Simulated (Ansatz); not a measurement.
Adsorption energy and surface dipole of H on graphene, one in a 3x3 cell, started at the site 'hollow C', worked from the runs' numbers; total energies count from the potentials' own zero.

Computed with r2SCAN, at the PBE geometry (plane waves to 500 eV, PAW; Ansatz, a program for electronic structure).

Model: 19-atom slab, 4x4x1 mesh, Fermi-Dirac 0.05 eV, dipole correction, single point; on the structure that PBE left under its start's symmetry; spin-polarised, no spin-orbit, no U, no dispersion correction. The program's check for a lower electronic state was not made. At the end it is bonded to C. In PBE it is, or lies within 0.03 eV of, the lowest of the starts that converged; the order may differ at this level.

| quantity | value |
|---|---|
| slab with the adsorbate | -4544.190 eV |
| clean slab, same cell and mesh | -4529.638 eV |
| reference, ½ H2(g) | -15.945 eV |
| area of the cell | 47.42 Å² |
| change of the step from the bottom to the top vacuum level | -0.393 eV |

### Question
What is the adsorption energy against this reference?

### Answer
E(slab + adsorbate) − E(slab) − E(reference) = 1.39 eV, so in this state the adsorbate is less stable than in the reference, at a coverage of 2.11 a nm².

### Question
What dipole does adsorption add to the slab along the outward normal (Helmholtz relation, ε₀ = 0.005526 e/(V·Å))?

### Answer
p = −ε₀·A·ΔV = 0.103 e·Å = 0.49 D; its positive end points to the vacuum, which lowers the vacuum level.
